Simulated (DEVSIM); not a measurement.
System: abrupt Si n-p junction, at 300 K.

| layer (left to right) | material | thickness (μm) | Nd (cm⁻³) | Na (cm⁻³) | τn (s) | τp (s) |
|---|---|---|---|---|---|---|
| 1 | Si | 3.90 | 7.8e17 | - | 4e-6 | 4e-6 |
| 2 | Si | 2.70 | - | 2e16 | 4e-6 | 4e-6 |

Left contact: ohmic. Right contact: ohmic. Voltage is applied to the left contact. Recombination: SRH at mid-gap, radiative. Mobility is μmin + (μ − μmin)/(1 + (N/Nref)^α).

The device is made up for the run: typed textbook-type constants, with dimensions and the other settings drawn at random. Values at 300 K.

| parameter | Si |
|---|---|
| gap (eV) | 1.124 |
| affinity (eV) | 4.05 |
| permittivity | 11.7 |
| Nc (cm⁻³) | 2.86e19 |
| Nv (cm⁻³) | 3.1e19 |
| μn (cm²/Vs) | 1417 |
| μp (cm²/Vs) | 470 |
| μn,min | 52 |
| μp,min | 45 |
| Nref,n | 9.7e16 |
| Nref,p | 2.2e17 |
| αn | 0.68 |
| αp | 0.72 |
| B (cm³/s) | 4.7e-15 |

Model (solved in DEVSIM): 1D drift-diffusion, Boltzmann statistics, complete ionisation; no tunnelling, impact ionisation, image-force lowering or self-heating.

**Question.** Tabulate band edges, carrier densities and field at zero bias.

**Answer.** Energies count from the Fermi level of the right contact; mesh points crowd at the junctions.

| x (μm) | Ec (eV) | Ev (eV) | n (cm⁻³) | p (cm⁻³) | field (V/cm) |
|---|---|---|---|---|---|
| 0.000 | 0.093 | -1.031 | 7.8e17 | 150 | ≈ 0 |
| 0.02591 | 0.093 | -1.031 | 7.8e17 | 150 | ≈ 0 |
| 0.08372 | 0.093 | -1.031 | 7.8e17 | 150 | ≈ 0 |
| 0.1989 | 0.093 | -1.031 | 7.8e17 | 150 | ≈ 0 |
| 0.5870 | 0.093 | -1.031 | 7.8e17 | 150 | ≈ 0 |
| 1.239 | 0.093 | -1.031 | 7.8e17 | 150 | ≈ 0 |
| 2.374 | 0.093 | -1.031 | 7.8e17 | 150 | ≈ 0 |
| 3.358 | 0.093 | -1.031 | 7.8e17 | 150 | ≈ 0 |
| 3.650 | 0.093 | -1.031 | 7.8e17 | 150 | ≈ 0 |
| 3.792 | 0.093 | -1.031 | 7.8e17 | 150 | ≈ 0 |
| 3.863 | 0.093 | -1.031 | 7.8e17 | 150 | 45 |
| 3.900 | 0.139 | -0.985 | 1.3e17 | 880 | 76000 |
| 3.928 | 0.322 | -0.802 | 1.1e14 | 1000000 | 60000 |
| 3.983 | 0.608 | -0.516 | 1.7e9 | 6.7e10 | 43000 |
| 4.157 | 0.929 | -0.195 | 7000 | 1.7e16 | 1700 |
| 4.479 | 0.934 | -0.190 | 5800 | 2.0e16 | ≈ 0 |
| 5.118 | 0.934 | -0.190 | 5800 | 2.0e16 | ≈ 0 |
| 5.871 | 0.934 | -0.190 | 5800 | 2.0e16 | ≈ 0 |
| 6.348 | 0.934 | -0.190 | 5800 | 2.0e16 | ≈ 0 |
| 6.490 | 0.934 | -0.190 | 5800 | 2.0e16 | ≈ 0 |
| 6.562 | 0.934 | -0.190 | 5800 | 2.0e16 | ≈ 0 |
| 6.600 | 0.934 | -0.190 | 5800 | 2.0e16 | ≈ 0 |
